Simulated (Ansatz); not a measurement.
# Pressure series in MgO

The reference is MgO in the rock salt structure (space group Fm-3m, No. 225).

```yaml
crystal:
  lattice:
    - [0.00000, 2.10708, 2.10708]
    - [2.10708, 0.00000, 2.10708]
    - [2.10708, 2.10708, 0.00000]
  atoms:
    - { symbol: O, position: [0.00000, 0.00000, 0.00000] }
    - { symbol: Mg, position: [0.50000, 0.50000, 0.50000] }
```

Cell and atoms are relaxed at each pressure.

All numbers come from PBEsol, PAW, 420 eV (Ansatz, an electronic-structure program; no spin-orbit coupling).

```json
[
 {"case": "base", "band gap": "4.62 eV", "density": "3.58 g/cm³", "electron mass": "0.34 mₑ (at Γ)"},
 {"case": "pressure −2 GPa", "band gap": "4.50 eV", "density": "3.53 g/cm³", "electron mass": "0.34 mₑ (at Γ)"},
 {"case": "pressure −1 GPa", "band gap": "4.56 eV", "density": "3.55 g/cm³", "electron mass": "0.34 mₑ (at Γ)"},
 {"case": "pressure 1.8 GPa", "band gap": "4.73 eV", "density": "3.62 g/cm³", "electron mass": "0.34 mₑ (at Γ)"},
 {"case": "pressure 4.2 GPa", "band gap": "4.87 eV", "density": "3.67 g/cm³", "electron mass": "0.35 mₑ (at Γ)"},
 {"case": "pressure 9 GPa", "band gap": "5.13 eV", "density": "3.77 g/cm³", "electron mass": "0.36 mₑ (at Γ)"},
 {"case": "pressure 18 GPa", "band gap": "5.58 eV", "density": "3.93 g/cm³", "electron mass": "0.38 mₑ (at Γ)"},
 {"case": "pressure 30 GPa", "band gap": "6.11 eV", "density": "4.12 g/cm³", "electron mass": "0.39 mₑ (at Γ)"},
 {"case": "pressure 45 GPa", "band gap": "6.70 eV", "density": "4.34 g/cm³", "electron mass": "0.41 mₑ (at Γ)"},
 {"case": "pressure 60 GPa", "band gap": "7.23 eV", "density": "4.52 g/cm³", "electron mass": "0.43 mₑ (at Γ)"}
]
```

Load acts through the strain it causes; cell and atoms are relaxed under it. Effective masses come from finite differences of ±0.01 Å⁻¹. No phonon test of stability was made. Competing high-pressure phases were not computed.
